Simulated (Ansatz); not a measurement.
Consider SiO2 (space group P3_121, No. 152; a = 4.949 Å, c = 5.442 Å).

Method: DFT with PBEsol, PAW potentials and a 420 eV plane-wave cutoff in Ansatz (an electronic-structure program), no spin-orbit coupling.

Base values:

- c/a ratio = 1.100
- Volume per atom = 12.83 Å³
- Gap character = indirect, K → Γ
- Band gap = 5.72 eV

Modification: cell and atoms relaxed at a pressure of 4.2 GPa.

Question: Predict the new c/a ratio.

Answer: The c/a ratio grows by 0.0139 to 1.113.

Question: What happens to the volume per atom?

Answer: The volume per atom falls by 1.22 Å³ to 11.61 Å³.

Question: Estimate the effect on the gap character.

Answer: The gap character remains indirect, K → Γ.

Question: How does this affect the band gap?

Answer: The band gap rises by 0.27 eV, from 5.72 eV to 5.99 eV.

Load acts through the strain it causes; cell and atoms are relaxed under it. No phonon test of stability was made.
